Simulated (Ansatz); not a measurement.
Worked example: self-consistent single point of Pb (P-3m1, 2 atoms in the cell) in Ansatz (a first-principles code).

Method of the run: PBEsol, default PAW files made with PBE (plane waves; Ansatz).

```
CELL_PARAMETERS angstrom
      3.45423     0.00000     0.00000
     -1.72712     2.99145     0.00000
      0.00000     0.00000     5.96740
ATOMIC_POSITIONS crystal
  Pb 0.33333 0.66667 0.25838
  Pb 0.66667 0.33333 0.75000
```

Reference input (self-consistent single point, DFT, PBEsol, plane waves, default PAW files made with PBE): basis.ecutwfc = 420 eV; kpoints.mp_grid.grid = 11 11 6; hamiltonian.xc = pbesol; hamiltonian.pseudopotentials = {kind: paw} (the program's default PAW files); scf.occupations.method = gaussian; scf.occupations.width = 0.1 eV. This run's input differs from it in these lines:

Ansatz 0.2 input:
```diff
@@ -9,3 +9,3 @@
 basis:
-  ecutwfc: 420.0 eV
+  ecutwfc: 210.0 eV
 kpoints:
```

Output, abridged:

```
SCF iter   1: F=—  HF=-23503.202143 eV  |F-HF|=—  |Δ(HF+E_count)|=         —  Δρ=5.32e-2  dr2=8.90e-1  ethr=1.77e-3  ⟨swp⟩=4.7  Hψ=6479  notcnv=0
all-band conjugate gradients solve this SCF's bands
preconditioner: auto → Kerker (q_TF=auto, 2.392 Å⁻¹)
SCF iter   2: F=—  HF=-23502.890002 eV  |F-HF|=—  |Δ(HF+E_count)|=   3.12e-1  Δρ=2.61e-2  dr2=1.95e-1  ethr=1.77e-3  ⟨swp⟩=3.0  Hψ=3668  notcnv=0  defer=22
   [... lines left out ...]
SCF iter   4: F=—  HF=-23502.807079 eV  |F-HF|=—  |Δ(HF+E_count)|=   1.48e-3  Δρ=3.51e-4  dr2=6.00e-5  ethr=2.81e-6  ⟨swp⟩=2.0  Hψ=2688  notcnv=0  defer=22
SCF iter   5: F=—  HF=-23502.807105 eV  |F-HF|=—  |Δ(HF+E_count)|=   2.64e-5  Δρ=6.33e-5  dr2=2.88e-6  ethr=2.14e-7  ⟨swp⟩=3.0  Hψ=2797  notcnv=0  defer=22
SCF iter   6: F=—  HF=-23502.807106 eV  |F-HF|=—  |Δ(HF+E_count)|=   9.30e-7  Δρ=2.05e-5  dr2=5.13e-7  ethr=1.03e-8  ⟨swp⟩=2.9  Hψ=2597  notcnv=0  defer=22
SCF iter   7: F=-23502.807106 eV  HF=-23502.807106 eV  |F-HF|=2.35e-8  |Δ(HF+E_count)|=   7.32e-8  Δρ=5.64e-6  dr2=4.11e-8  ethr=3.57e-10  ⟨swp⟩=6.2  Hψ=6235  notcnv=0
SCF 1 converged in 7 iterations: F = -23502.807106 eV  dr2 = 4.11e-8
Free energy (F): -23502.807106 eV
Internal energy: -23502.803187 eV  (E = F + TS)
E sigma→0 (E₀):  -23502.805147 eV
Entropy (-TS):   -0.003918 eV (-1.959 meV/atom)
Fermi energy:    10.639092 eV
--- Forces (eV/Å), atoms counted from 1 ---
  atom   1  Pb     0.00000000     0.00000000    -0.12814906
  atom   2  Pb     0.00000000    -0.00000000     0.12814906
--- Stress (GPa, compression-positive) ---
       -0.274221       0.000000       0.000000
        0.000000      -0.274221       0.000000
        0.000000       0.000000      -4.488998
  P = ⅓ Tr σ = -1.6791 GPa (-16.791 kbar)
  The stress holds the Pulay correction. Without it, at fixed plane waves, as pw.x and ABINIT print it: P = -106.3073 GPa
```

The run converged in 7 iterations. Against the reference run the free energy rises by 3.52 eV/atom, the pressure goes from -1.42 to -1.68 GPa and the largest force goes from 0.073 to 0.128 eV/Å.

The starting cell comes from a database of computed structures (which also holds hypothetical and non-ambient phases and stackings), without a prior relaxation at this level. Its lattice was rescaled by up to half a per cent. One atom was moved a little off its site on purpose. Ansatz's pressure includes its estimate of the finite-basis (Pulay) stress. Without the estimate this run gives -106.31 GPa. The cutoff lies below the one recommended for these files.
